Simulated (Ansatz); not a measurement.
An Ansatz (a first-principles code) run: WSi2 with a change (biaxial strain −1.50 %, plane normal [001], relaxed out of plane); Ansatz PBE, no spin-orbit coupling.

Input:

Ansatz 0.2 input:
```yaml
crystal:
  lattice:
    - [3.180474577, 0, 0]
    - [0, 3.180474577, 0]
    - [1.5902372885, -1.5902372885, 3.9643768565]
  atoms:
    - { symbol: Si, position: [0.3345191234, 0.6654808766, 0.3309617532] }
    - { symbol: Si, position: [0.6654808766, 0.3345191234, 0.6690382468] }
    - { symbol: W, position: [0, 0, 0] }
basis: { ecutwfc: 420, ecutrho_ratio: 4, xc_grid: 2, fft_grid_basis: typed }
kpoints: { mp_grid: { grid: [25, 25, 25] } }
hamiltonian:
  xc: pbe
  dispersion: none
  pseudopotentials: { kind: paw }
scf: { occupations: { method: fermi_dirac, width: 0.1 } }
relax: { f_tol: 0.005, max_steps: 50, cell: { stress_tol: 0.01, fix: [a, b, gamma] } }
output: { forces: true, stress: true }
checkpoint: { write: state.ck, write_every: 1000 }
```

Output (explanatory and most iteration lines left out):

```
Relaxation: its limit of steps is 50 (relax.max_steps)
Pseudopotential: Si, paw, valence charge 4
Pseudopotential: W, paw, valence charge 14
Crystal: 3 atoms, lattice volume = 40.101 Å³
Basis set: ecut = 420 eV, 777 PW (Γ), exchange–correlation on 48×48×64 points (8 copies of the dense FFT grid, shifted against one another)
Bands: 15, of which v1, the nominal top of the filled ones, is band 11 counted from 1 (10 counted from 0)
Symmetry: 16 space group operations
Space group: I4/mmm (ITA 139), of the structure as read, at distance tolerance 3.4e-5 Å
k-points: 1183 of 15625
Functional: x = pbe(κ = 0.804, μ = 0.2195149727645171), c = pbe(β = 0.06672455060314922)
SCF iter   1: F=—  HF=-11657.435172 eV  |F-HF|=—  |Δ(HF+E_count)|=         —  Δρ=3.39e-3  dr2=2.33e-3  ethr=1.77e-3  ⟨swp⟩=5.0  Hψ=102656  notcnv=0
SCF iter   2: F=—  HF=-11657.435384 eV  |F-HF|=—  |Δ(HF+E_count)|=   2.13e-4  Δρ=1.95e-3  dr2=9.32e-4  ethr=1.06e-5  ⟨swp⟩=1.0  Hψ=27231  notcnv=0
SCF 1 converged in 6 iterations: F = -11657.435407 eV  dr2 = 4.53e-9
relax step   1: F+E_penalty+E_count = -11657.43540727 eV  Δ(F+E_penalty+E_count) = +0.000e0 eV  max|allowed force component| = 6.164e-2 eV/Å  Δτ_max = 0.0000 Å  P = +4.947 GPa  Ω = 40.101 Å³  fix = [a, b, gamma]  reactions: a +7.814, b +7.814 GPa  (6 SCF iters, dr2 threshold 1.00e-7 eV, accepted)
[... steps on the carried basis left out ...]
relax step   4: F+E_penalty+E_count = -11657.43580592 eV  Δ(F+E_penalty+E_count) = -1.361e-6 eV  max|allowed force component| = 1.636e-4 eV/Å  Δτ_max = 0.0001 Å  P = +5.287 GPa  Ω = 40.034 Å³  energy of the carried Pulay correction = +2.065e-5 eV  fix = [a, b, gamma]  reactions: a +7.931, b +7.931 GPa  (3 SCF iters, dr2 threshold 2.50e-9 eV, accepted)
Crystal: 3 atoms, lattice volume = 40.034 Å³
SCF iter   1: F=—  HF=-11657.435793 eV  |F-HF|=—  |Δ(HF+E_count)|=         —  Δρ=4.02e-6  dr2=1.38e-9  ethr=1.38e-8  ⟨swp⟩=3.2  Hψ=154522  notcnv=0
SCF iter   2: F=—  HF=-11657.435786 eV  |F-HF|=—  |Δ(HF+E_count)|=   6.90e-6  Δρ=2.08e-6  dr2=4.30e-10  ethr=6.27e-12  ⟨swp⟩=3.1  Hψ=36261  notcnv=0
SCF 5 converged in 5 iterations: F = -11657.435786 eV  dr2 = 2.58e-13
SCF converged after 5 iterations
Free energy (F): -11657.435786 eV
Internal energy: -11657.424062 eV  (E = F + TS)
E sigma→0 (E₀):  -11657.429924 eV
Entropy (-TS):   -0.011724 eV (-3.908 meV/atom)
Fermi energy:    16.983450 eV
--- Forces (eV/Å), atoms counted from 1 ---
  atom   1  Si     0.00000000     0.00000000    -0.00017197
  atom   2  Si     0.00000000     0.00000000     0.00017197
  atom   3  W     -0.00000000     0.00000000     0.00000000
--- Stress (GPa, compression-positive) ---
        7.931426       0.000000       0.000000
        0.000000       7.931426       0.000000
        0.000000       0.000000      -0.002359
  P = ⅓ Tr σ = 5.2868 GPa (52.868 kbar)
--- Relaxed structure (4 steps of the walk, 4 accepted, 1 SCFs on fresh bases) ---
  cell:  # Å, volume = 40.0344 Å³
    - [3.180474577, 0.0, 0.0]
    - [0.0, 3.180474577, 0.0]
    - [1.5902372885, -1.5902372885, 3.9577644905649363]
  atoms:
    - { symbol: Si, position: [0.3340833280463657, 0.6659166719536342, 0.3318333439072686] }
    - { symbol: Si, position: [0.6659166719536344, 0.33408332804636565, 0.6681666560927313] }
    - { symbol: W, position: [-9.116205074431358e-21, 9.116205074431345e-21, 1.823241014886269e-20] }
```

Stability against distortions was not tested. The final runs are not spin-polarised. The cell was made from WSi2 (space group I4/mmm, No. 139) by this change: biaxial strain −1.50 %, plane normal [001], relaxed out of plane.
